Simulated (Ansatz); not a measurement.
Start from Rb in the bcc (W type) structure (space group Im-3m, No. 229; a = 5.571 Å; relaxed with 0.1 eV smearing). Axes: x, y, z lie along the cube axes.

Level of theory: PBEsol in Ansatz (plane waves to 420 eV, PAW, scalar-relativistic without spin-orbit coupling).

Now apply this change: a pure shear with ε_xy = ε_yx = 0.0029; the atoms relax in the strained cell.

Task: What happens to the stress and energy relative to the base?

Result: The stress (xx, yy, zz, yz, xz, xy; compression positive) amounts to (0.0, 0.0, 0.0, 0.0, 0.0, 0.0) GPa; the energy hardly moves.

Whether these cells are dynamically stable was not tested. All final runs are without spin polarisation.

Ansatz is a quantum-chemistry and plane-wave program.
